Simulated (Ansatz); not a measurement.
# alpha quartz: the defect B on the Si site + 1 H

Calculation: HSE06, PAW (plane waves to 420 eV; Ansatz, a first-principles code). Details: 72-site cell; lattice scaled to a tabulated measured volume, 12.57 Å³ a site; 2×2×2 Γ-centred k-points; start: the Si site; H at the bond centre; finite-size errors of tenths of an eV; atoms relaxed at one k-point.

Neighbours after relaxation, in Å: of the B atom: O 1.36, O 1.37, O 1.38, O 2.29, H 2.58, Si 2.75, Si 2.79; of the H atom: O 0.96, Si 2.23, O 2.31, O 2.47, B 2.58, O 2.63, O 2.69.

The name describes the start; the neighbours show where the atoms ended.

```
charge         moment (μB)  point group  largest move off a lattice site (Å)
------  ------------------  -----------  -----------------------------------
0       not spin-polarised           C1                                 0.56
```

Point groups are those of the whole cell at tolerances of 0.03 and 0.1 Å ("near" where only the looser one holds); none is given for unsettled states.

No other site or start that was run ended lower by more than 0.1 eV.
